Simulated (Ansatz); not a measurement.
Consider Ag in the fcc (Cu type) structure (space group Fm-3m, No. 225; a = 4.1492 Å).

Method: PBE (Ansatz, an electronic-structure program; PAW; 420 eV plane waves; no spin-orbit coupling), earlier PAW set.

Base values:

- Lattice parameter a: 4.149 Å

The change: Al takes the place of Ag on all its sites, then cell and atoms are relaxed.

Tabulated Pauling electronegativity and covalent radius: Ag 1.93, 1.45 Å; Al 1.61, 1.21 Å.

Problem. What happens to the lattice parameter a?

Solution. The lattice parameter a decreases by 0.109 Å, from 4.149 Å to 4.040 Å.

Whether these cells are dynamically stable was not tested.
